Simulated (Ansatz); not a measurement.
The starting structures come from a database of crystals and need not be the phases stable at ambient conditions.

 Where the default PAW files enter, the runs use the earlier of Ansatz's two default sets.

Tunnelling through a barrier is set by its complex band structure: the current falls as exp(−2κd) with the smallest κ.

Input:

```
CELL_PARAMETERS angstrom
      3.76694     0.00000     0.00000
      1.88347     6.15358     0.00000
      0.00000     1.92833     6.51883
ATOMIC_POSITIONS crystal
  Ti 0.80471 0.39058 0.71624
  Ti 0.19529 0.60942 0.28376
  Ti 0.09993 0.80014 0.71040
  Ti 0.90007 0.19986 0.28960
  O  0.05835 0.88330 0.36998
  O  0.94165 0.11670 0.63002
  O  0.63807 0.72386 0.70660
  O  0.36193 0.27614 0.29340
  O  0.13281 0.73438 0.00471
  O  0.86719 0.26562 0.99529
  O  0.73651 0.52698 0.34750
  O  0.26349 0.47302 0.65250
```

Space group of this cell: C2/m. The cell is strained (lengths along the current scaled by 1.03, ions clamped); by r2SCAN its mean pressure is -10.9 GPa.

Transport runs along the normal of the first two printed cell vectors.

The gap is the functional's own. No spin-orbit coupling. Mid-gap values are interpolated on the energy grid.

Predict the band gap and the smallest decay constant κ at mid-gap from r2SCAN (Ansatz, an electronic-structure program).

Gap 2.96 eV on a 8×8×6 mesh; κ = 0.377 1/Å, at the zone centre.
